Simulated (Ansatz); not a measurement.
CeO2 in the CdI2 type structure (space group P-3m1, No. 164; a hypothetical phase, not in the database extracts checked)

```cif
data_CeO2
_chemical_formula_sum 'Ce1 O2'
_space_group_name_H-M_alt 'P-3m1'
_space_group_IT_number 164
_space_group_name_Hall '-P 3 2"'
_cell_length_a 3.60115
_cell_length_b 3.60115
_cell_length_c 4.52549
_cell_angle_alpha 90.000
_cell_angle_beta 90.000
_cell_angle_gamma 120.000
loop_
_atom_site_label
_atom_site_type_symbol
_atom_site_symmetry_multiplicity
_atom_site_Wyckoff_symbol
_atom_site_fract_x
_atom_site_fract_y
_atom_site_fract_z
_atom_site_occupancy
Ce1 Ce 1 a 0.00000 0.00000 0.00000 1
O1 O 2 d 0.33333 0.66667 0.20034 1
```

The values are results of plane-wave PAW DFT at the PBE-D3(BJ) level (Ansatz, a first-principles code, 420 eV), no SOC, not measurements. k-mesh 11×11×7 (Γ-centred); smearing 0.05 eV (Fermi–Dirac).

```yaml
volume_per_atom: 16.94 Å³
density: 5.62 g/cm³
band_gap: 2.25 eV, indirect, A–L (69 % along) → A
Lowest conduction-band minima above the VBM: A (0, 0, 1/2) 2.25 eV; M (1/2, 0, 0) 2.40 eV
total_energy: -2571.872 eV/atom (σ→0; compares only within this code and set-up)
```

Stability against distortions was not tested. Seeded moments were not kept for the base. All final runs are without spin polarisation.
